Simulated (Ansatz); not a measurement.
Effect of isotropic strain +2.00 % on LiCl

The parent structure is LiCl in the rock salt structure (space group Fm-3m, No. 225; a = 5.150 Å).

Modification: an isotropic linear strain of +2.00 %; the atoms relax in the strained cell.

Calculations: Ansatz (a program for electronic structure), PBE, PAW, cutoff 420 eV, spin-orbit coupling left out. Settings: 11×11×11 k-points, 0.05 eV Fermi–Dirac smearing.

* **Volume per atom**: 18.12 Å³ (base 17.08 Å³)
* **Shortest interatomic distance**: 262.7 pm (base 257.5 pm)
* **Energy relative to the base (free energy F)**: +5.7 meV/atom
* **Band gap**: 5.94 eV (base 6.26 eV)
* **Gap character**: direct at Γ (base direct at Γ)
* **Mean gap deformation potential ΔEg/Δln V**: -5.4 eV
* **Width of the top valence band**: 0.98 eV (base 1.08 eV)
* **Electron mass**: 0.47 mₑ (at Γ) (base 0.47 mₑ (at Γ))
* **Valley order (the lowest conduction-band minima on the path, energy above the VBM, named in the base's zone)**: Γ 5.94 eV; L along ⟨111⟩ 6.66 eV (base Γ 6.26 eV; L along ⟨111⟩ 6.73 eV)

Final structure:

```xyz
2
Lattice="0.0000 2.6267 2.6267 2.6267 0.0000 2.6267 2.6267 2.6267 0.0000" Properties=species:S:1:pos:R:3 pbc="T T T"
Li     0.0000     0.0000     0.0000
Cl     2.6267     2.6267     2.6267
```

Cost of the whole job for the changed cell (relaxation, final SCF and bands): very roughly 8 core-seconds.

Effective masses come from finite differences of ±0.01 Å⁻¹. No phonon test of stability was made.
